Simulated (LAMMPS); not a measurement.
System: Ta (bcc), 1024 atoms, at 100 K and 0 GPa, heated as the crystal.

Computed with classical MD, pair style meam, file library.meam (library.meam-Ta), run in LAMMPS.

Starting crystal:

Ta is modelled in the cubic space group Im-3m (No. 229), the bcc (W type) structure, Pearson symbol cI2. Conventional cell: a = 3.300 Å, b = 3.300 Å, c = 3.300 Å, α = 90.00°, β = 90.00°, γ = 90.00°. Ta on 2a is coordinated by 8 Ta at 2.858 Å and 6 Ta at 3.300 Å. (Neighbours: up to the widest gap in distance over summed covalent radii, below 1.35, at either atom.)

Task: Estimate the state found, the density, the enthalpy per atom for this model.

Result: state found: crystal; no diffusion seen in 30 ps; density: 16.6382 ± 0.0001 g/cm³; enthalpy per atom: -8.0642 ± 0.0001 eV.

Caution: the potential MEAM library.meam-Ta is a first-neighbour MEAM set with a 4 Å cutoff, used here without a parameter file and away from the static properties it was fitted to.
